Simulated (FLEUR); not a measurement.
Worked example: self-consistent single point of VFe3 (I4/mmm, 4 atoms in the cell) in FLEUR.

Method: LDA (Perdew-Zunger), all-electron FLAPW (FLEUR), scalar-relativistic valence.

```xyz
4
Lattice="-2.0437 2.0437 2.8971 2.0437 -2.0437 2.8971 2.0437 2.0437 -2.8971" Properties=species:S:1:pos:R:3 pbc="T T T"
V      0.0000     0.0000     2.8971
Fe     0.0000     2.0437     1.4486
Fe     2.0437     0.0000     1.4486
Fe     0.0000     0.0000     0.0000
```
Moments meant for the start (each program seeds them in its own way; μB, in the order of the atoms V Fe Fe Fe): 2.0 4.0 4.0 4.0.

Reference input (self-consistent single point, DFT, PBEsol, all-electron FLAPW (FLEUR), scalar-relativistic valence): Kmax = 3.7 1/bohr; GmaxXC = 14.8 1/bohr; xcFunctional = PBEs; jspins = 2; l_soc = F; mode = gauss; fermiSmearingEnergy = 0.00999582 Htr; mesh (inpgen div1-3) = 6 6 6; inpgen gamma flag = true; Gmax = 14.8 1/bohr; numbands = 0; maxIterBroyd = 25. This run's input differs from it in these lines:

```diff
@@ -16,3 +16,3 @@
 &comp jspins=2 /
-&exco xctyp='PBEs' /
+&exco xctyp='pz' /
 &kpt div1=6 div2=6 div3=6 gamma=t /
@@ -29,3 +29,3 @@
       <coreElectrons ctail="T" frcor="F" kcrel="0" coretail_lmax="0"/>
-      <xcFunctional name="PBEs" relativisticCorrections="F"/>
+      <xcFunctional name="pz" relativisticCorrections="F"/>
       <magnetism jspins="2"/>
```

Output, abridged:

```
 Iteration:     1   Distance:      46.58414602 me/bohr^3
 Iteration:     2   Distance:      43.66668192 me/bohr^3
 Iteration:     3   Distance:      29.50400038 me/bohr^3
 Iteration:     4   Distance:      24.76364089 me/bohr^3
 Iteration:     5   Distance:      43.01254897 me/bohr^3
   [... 26 lines left out ...]
 Iteration:    32   Distance:       0.00005633 me/bohr^3
 Iteration:    33   Distance:       0.00007306 me/bohr^3
 Iteration:    34   Distance:       0.00001445 me/bohr^3
 Iteration:    35   Distance:       0.00000400 me/bohr^3
 Run finished successfully
 Stop message:
   Structural relaxation: Done

[file out, last iteration]
             iter=     36
[...]
          total density-effective poten   -7.5688228394E+03
          total charge density-energy d   -2.0438449880E+02
 Updated energy parameters for spin:           1
 Updated energy parameters for spin:           2
[...]
 fermi energy and band-weighting factors:

[...]
FERMIE:
          first approx. to ef    (T=0)  :   0.383275 htr   (energy of the highest occ. eigenvalue)
          number of occ. states  (T=0)  :       1828
          first approx. to seigv (T=0)  : -45.969268 htr
          sum of weights of occ. states :  61.027778
          sum of semicore charge        :   0.000000 e
          fermi energy=   0.38387 har   work function= -10.44575 ev
   [... lines left out ...]
          total moment                 =     4.93240
 Direct bandgap for spin            1 :    1.8168463038879368E-002  Htr
 Direct bandgap for spin            2 :    1.0169112438559336E-002  Htr
   [... lines left out ...]
          interst. charge =       3.005788
          mt charge=              5.232755    8.129357    8.468944
          total charge for spin  2=   28.033800
          interst. charge =       3.181353
          mt charge=              5.842589    6.471209    6.067440
          total charge  =   61.000000
               n    l     j    energy       weight
          atom type    1  (spin 1)
          0.00000000  electrons lost from core.
```

The run converged in 35 iterations. FLEUR gives forces in its relaxation mode, with a further iteration, so its stop message speaks of a relaxation. Against the reference run the size of the net moment goes from 1.27 to 1.23 μB/atom.

The starting cell comes from a database of computed structures (which also holds hypothetical and non-ambient phases and stackings), without a prior relaxation at this level. The magnetic order is the one reached from the typed start; others were not searched systematically. Values depend on the basis (sphere radii, cutoffs, local orbitals), which need not be converged. The log's line on a gap gives a spacing of levels on this mesh, which the program prints for metals too.

Cost on one core of a shared machine: roughly 6 min.
